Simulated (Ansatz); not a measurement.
Start from CdTe in the zinc blende structure (space group F-43m, No. 216; a = 6.558 Å).

Computed with Ansatz (a program for electronic structure) r2SCAN, without spin-orbit coupling.

For the base:

The band gap is 1.17 eV.

Perturbation: an isotropic linear strain of −1.50 %; the atoms relax in the strained cell.

**Question.** What does the calculation give for the energy relative to the base after the change?

**Answer.** The energy goes up by 9.5 meV/atom.

**Question.** Estimate the effect on the band gap.

**Answer.** The band gap grows by 0.147 eV, from 1.17 eV to 1.31 eV.

With Te present, leaving out spin-orbit coupling can change the band edges. No phonon test of stability was made.
